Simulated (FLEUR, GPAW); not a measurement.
A FLEUR input for a self-consistent single point of MgAl (P-6m2, 2 atoms in the cell) (DFT, LDA (Perdew-Zunger), all-electron FLAPW (FLEUR), scalar-relativistic valence):

Input of the input generator:

```
scf MgAl
&input film=f /
5.5443859933 0.0000005969 0.0000000000
-2.7721935136 4.8015788201 0.0000000000
0.0000000000 0.0000000000 8.9846083732
1.0
1.0 1.0 1.0

2
12 -0.0000001667 0.0000001667 0.5000000000
13 0.3333331667 0.6666668333 -0.0000000000

&comp jspins=1 /
&exco xctyp='pz' /
&kpt div1=10 div2=10 div3=6 gamma=t /
&end /
```

```xml
<?xml version="1.0" encoding="UTF-8" standalone="no"?>
<fleurInput fleurInputVersion="0.39">
   <comment>
      scf MgAl                                                                                            
   </comment>
   <calculationSetup>
      <cutoffs Kmax="3.8" Gmax="15.2" GmaxXC="15.2" numbands="0"/>
      <scfLoop itmax="60" minDistance="0.00001" maxIterBroyd="99" imix="Anderson" alpha="0.05" precondParam="0.0" spinf="2.0"/>
      <coreElectrons ctail="T" frcor="F" kcrel="0" coretail_lmax="0"/>
      <xcFunctional name="pz" relativisticCorrections="F"/>
      <magnetism jspins="1"/>
      <soc l_soc="F" theta="0.0" phi="0.0" spav="F"/>
      <expertModes spex="0" secvar="F"/>
      <geometryOptimization l_f="T" forcealpha="1.0" forcemix="BFGS" epsdisp="0.00001" epsforce="0.00001"/>
      <ldaU l_linMix="F" mixParam="0.05" spinf="1.0"/>
   </calculationSetup>
   <cell>
      <bzIntegration valenceElectrons="13.0" mode="gauss" fermiSmearingEnergy="0.00367493">
         <kPointListSelection listName="default-1"/>
         <!-- k-points included here -->
         <xi:include xmlns:xi="http://www.w3.org/2001/XInclude" href="kpts.xml"> </xi:include>
      </bzIntegration>
      <!-- symmetry operations included here -->
      <xi:include xmlns:xi="http://www.w3.org/2001/XInclude" href="sym.xml"> </xi:include>
      <bulkLattice scale="1.0">
         <bravaisMatrix>
            <row-1>    5.5443859932999997     0.0000005969000000     0.0000000000000000</row-1>
            <row-2>   -2.7721935136000000     4.8015788200999996     0.0000000000000000</row-2>
            <row-3>    0.0000000000000000     0.0000000000000000     8.9846083732000004</row-3>
         </bravaisMatrix>
      </bulkLattice>
   </cell>
   <atomSpecies>
      <species name="Magnesium (Mg)" element="Mg" atomicNumber="12">
         <mtSphere radius="2.63" gridPoints="905" logIncrement="0.013"/>
         <atomicCutoffs lmax="10" lnonsphr="8"/>
         <electronConfig flipSpins="F">
            <coreConfig>(1s1/2)</coreConfig>
            <valenceConfig>(2s1/2) (2p1/2) (2p3/2) (3s1/2)</valenceConfig>
         </electronConfig>
         <energyParameters s="3" p="3" d="3" f="4"/>
         <lo type="SCLO" l="0" n="2" eDeriv="0"/>
         <lo type="SCLO" l="1" n="2" eDeriv="0"/>
      </species>
      <species name="Aluminum (Al)" element="Al" atomicNumber="13">
         <mtSphere radius="2.63" gridPoints="905" logIncrement="0.013"/>
         <atomicCutoffs lmax="10" lnonsphr="8"/>
         <electronConfig flipSpins="F">
            <coreConfig>(1s1/2) (2s1/2) (2p1/2) (2p3/2)</coreConfig>
            <valenceConfig>(3s1/2) (3p1/2) (3p3/2)</valenceConfig>
            <stateOccupation state="(3p1/2)" spinUp="0.1666666666667" spinDown="0.1666666666667"/>
            <stateOccupation state="(3p3/2)" spinUp="0.3333333333333" spinDown="0.3333333333333"/>
         </electronConfig>
         <energyParameters s="3" p="3" d="3" f="4"/>
      </species>
   </atomSpecies>
   <atomGroups>
      <atomGroup species="Magnesium (Mg)">
         <relPos label="                   1">.0000000000 .0000000000 1.000/2.000</relPos>
         <force calculate="T" relaxXYZ="TTT"/>
      </atomGroup>
      <atomGroup species="Aluminum (Al)">
         <relPos label="                   2">1.000/3.000 -1.000/3.000 .0000000000</relPos>
         <force calculate="T" relaxXYZ="TTT"/>
      </atomGroup>
   </atomGroups>
   <output dos="F" band="F" slice="F">
      <checks vchk="F" cdinf="F"/>
      <bandDOS minEnergy="-.5*Htr" maxEnergy="0.5*Htr" sigma="0.015" storeEVData="T"/>
      <vacuumDOS vacdos="F" integ="F" star="F" nstars="0" locx1="0.0" locy1="0.0" locx2="0.0" locy2="0.0" nstm="0" tworkf="0.0"/>
      <unfoldingBand unfoldBand="F" supercellX="1" supercellY="1" supercellZ="1"/>
      <plotting iplot="0" polar="F">
         <plot TwoD="T" vec1="  1.0  0.0  0.0" vec2="  0.0  1.0  0.0" vec3="  0.0  0.0  1.0" zero="  0.0  0.0  0.0" file="plot"/>
      </plotting>
      <chargeDensitySlicing numkpt="0" minEigenval="0.0" maxEigenval="0.0" nnne="0" pallst="F"/>
      <specialOutput eonly="F"/>
      <magneticCircularDichroism mcd="F" energyLo="-10.0" energyUp="0.0"/>
   </output>
  <!-- We include the file relax.xml here to enable relaxations (see documentation) -->
  <xi:include xmlns:xi="http://www.w3.org/2001/XInclude" href="relax.xml"> <xi:fallback/> </xi:include>
</fleurInput>
```

**Question.** Give the GPAW input for the same structure, mesh, smearing and functional.

**Answer.** This is the input that was run; spellings and numerical settings could be chosen otherwise.

```python
from ase import Atoms
from ase.units import GPa
from gpaw import GPAW

atoms = Atoms(['Mg', 'Al'],
              cell=[[2.933963, 0.000000, 0.000000],
                    [-1.466982, 2.540886, 0.000000],
                    [0.000000, 0.000000, 4.754450]],
              scaled_positions=[[0.000000, 0.000000, 0.500000],
                                [0.333333, 0.666667, 0.000000]],
              pbc=True)

calc = GPAW(mode={'name': 'pw', 'ecut': 850},
            xc='LDA',
            kpts={'size': (10, 10, 6), 'gamma': True},
            occupations={'name': 'methfessel-paxton', 'width': 0.1, 'order': 0},
            nbands=-6,
            convergence={'density': 1e-05, 'energy': 1e-05},
            symmetry={'symmorphic': False, 'tolerance': 0.0005},
            maxiter=120)

atoms.calc = calc

energy = atoms.get_potential_energy()
print('Energy (eV):', round(energy, 6))
forces = atoms.get_forces()
print('Forces (eV/Ang):')
print(forces.round(5))
stress = atoms.get_stress()
print('Stress (GPa, Voigt):', (stress / GPa).round(4))
```

Basis, cutoffs, solver keys and any potentials are the target program's own. This input uses DFT LDA (Perdew-Wang 92), plane waves, GPAW PAW datasets LDA (gpaw-data 1.0.1). LDA parametrisations can differ slightly between programs.

The starting cell comes from a database of computed structures (which also holds hypothetical and non-ambient phases and stackings), without a prior relaxation at this level. For this run, on top of that: lattice scaled by 0.98.
